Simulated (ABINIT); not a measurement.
Band structure of CsPbBr3 (Pm-3m, 5 atoms in the cell).

```
CsPbBr3
1.0
    6.07653     0.00000     0.00000
    0.00000     6.07653     0.00000
    0.00000     0.00000     6.07653
Cs Pb Br
1 1 3
Direct
  0.00000   0.00000   0.00000
  0.50000   0.50000   0.50000
  0.50000   0.50000   0.00000
  0.00000   0.50000   0.50000
  0.50000   0.00000   0.50000
```

Computed with PBE, PAW (JTH v2.0 PBE PAW) (plane waves; ABINIT).

Settings: pseudos = [Cs.GGA_PBE-JTH.xml, Pb.GGA_PBE-JTH.xml, Br.GGA_PBE-JTH.xml]; ecut = 21 Ha; pawecutdg = 42 Ha; pawxcdev = 0; occopt = 3; tsmear = 0.00036749 Ha; ngkpt = 5 5 5; nshiftk = 1; shiftk = 0 0 0; potentials = JTH v2.0 PBE PAW; kptopt = 1; nstep = 80; toldfe1 = 1e-09 Ha.

The starting cell comes from a database of computed structures (which also holds hypothetical and non-ambient phases and stackings), without a prior relaxation at this level. Its lattice was rescaled by a random factor within 2.5 % of one. Spin-orbit coupling is off.

Problem. Predict the gap along the standard path and the places of the band edges.

Solution. The gap along the path is 1.90 eV, direct at R to within 0.01 eV.

Levels in eV from the top of the valence band on the SCF mesh, bands 19 to 26:
```tsv
point	19	20	21	22	23	24	25	26
Γ	-1.02	-0.94	-0.94	-0.94	3.93	5.19	5.19	5.91
X	-1.11	-1.01	-1.01	-0.61	3.23	5.28	5.76	5.76
M	-1.20	-1.20	-0.63	-0.06	2.83	2.83	5.40	6.06
R	-0.62	-0.62	-0.62	0.48	2.38	2.38	2.38	5.42
```
